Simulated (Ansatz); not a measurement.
By PBEsol, the system below comes out a metal.

The ballistic (Sharvin) conductance counts the channels at the Fermi level: G/A = (e²/h) × channels of both spins per area.

Here is the system:

```
CELL_PARAMETERS angstrom
      3.53021     0.00000     0.00000
     -1.76510     6.75928     0.00000
      0.00000     0.00000     3.56517
ATOMIC_POSITIONS crystal
  Ti 0.89688 0.79376 0.75000
  Ti 0.10312 0.20624 0.25000
  Si 0.55825 0.11650 0.75000
  Si 0.44175 0.88350 0.25000
  Si 0.24969 0.49938 0.75000
  Si 0.75031 0.50062 0.25000
```

The cell is taken as given; by PBEsol it stands under a pressure of -2.2 GPa.

The current flows along the normal of the first two printed cell vectors. No spin-orbit coupling; the value is a mean over 0.1 eV about the Fermi level.

Q: Estimate the ballistic conductance per area that PBEsol (Ansatz, a first-principles code) returns for this system.

A: 0.37 × 10¹⁵ S/m² for both spins.
